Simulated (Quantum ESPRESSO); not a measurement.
One base run on ZnMo3 (Pm-3m, 4 atoms in the cell) and variants with one or two settings moved

```xyz
4
Lattice="3.9432 0.0000 0.0000 0.0000 3.9432 0.0000 0.0000 0.0000 3.9432" Properties=species:S:1:pos:R:3 pbc="T T T"
Zn     0.0000     0.0000     0.0000
Mo     0.0000     1.9716     1.9716
Mo     1.9716     0.0000     1.9716
Mo     1.9716     1.9716     0.0000
```

Base run A: LDA (PZ), GBRV 1.5 ultrasoft (LDA) pseudopotentials (Quantum ESPRESSO), self-consistent single point.

Its settings: ecutwfc = 50 Ry; ecutrho = 400 Ry; occupations = smearing; smearing = methfessel-paxton; degauss = 0.0147 Ry; potentials = {Zn: zn_lda_v1.uspp.F.UPF, Mo: mo_lda_v1.uspp.F.UPF}; K_POINTS = automatic 8 8 8 0 0 0; conv_thr = 1e-10 Ry; mixing_beta = 0.4.

The starting cell comes from a database of computed structures (which also holds hypothetical and non-ambient phases and stackings), without a prior relaxation at this level. Spin polarisation is off. In the base run, with a pressure of about -14 GPa the cell is away from its equilibrium volume at this level.

ΔF is the free energy per atom less that of run A. A dash stands where there is no value to compare (another energy zero or no entropy term, no result, no spin, no clean gap, or a mesh too coarse for one). Total energies depend on the potentials, the functional and any Hubbard or dispersion term, so they are compared only between runs that share all of them.

Runs:
- B: lattice scaled by 0.97
- C: pseudopotentials: {Zn: zn_lda_v1.uspp.F.UPF, Mo: mo_lda_v1.uspp.F.UPF} → {Zn: zn_pbe_v1.uspp.F.UPF, Mo: mo_pbe_v1.uspp.F.UPF}; input_dft: default → vdw-df2 [vdW-DF2]
- D: K_POINTS: automatic 8 8 8 0 0 0 → automatic 7 7 7 0 0 0
- E: degauss: 0.0147 Ry → 0.0018375 Ry
- F: smearing: methfessel-paxton → gaussian
- G: ecutwfc: 50 Ry → 35 Ry; ecutrho: 400 Ry → 280 Ry
- H: conv_thr: 1e-10 Ry → 1e-13 Ry
- I: pseudopotentials: {Zn: zn_lda_v1.uspp.F.UPF, Mo: mo_lda_v1.uspp.F.UPF} → {Zn: zn_pbe_v1.uspp.F.UPF, Mo: mo_pbe_v1.uspp.F.UPF}; input_dft: default → vdw-df [vdW-DF]
- J: tqr: default → true

```tsv
run	ΔF (meV/atom)	pressure (GPa)	k-points
A	0.00	-14.16	35
B	-33.1	7.00	35
C	–	11.23	35
D	7.2	-13.90	20
E	0.40	-14.14	35
F	-5.6	-14.06	35
G	26.9	-15.92	35
H	0.00	-14.15	35
I	–	4.06	35
J	-1.10	-14.67	35
```

Run E against A: The free energy hardly moves (within 1 meV/atom) and the pressure hardly changes (-14.16 to -14.14 GPa).

Run G against A: The free energy goes up by 26.9 meV/atom and the pressure goes from -14.16 to -15.92 GPa.
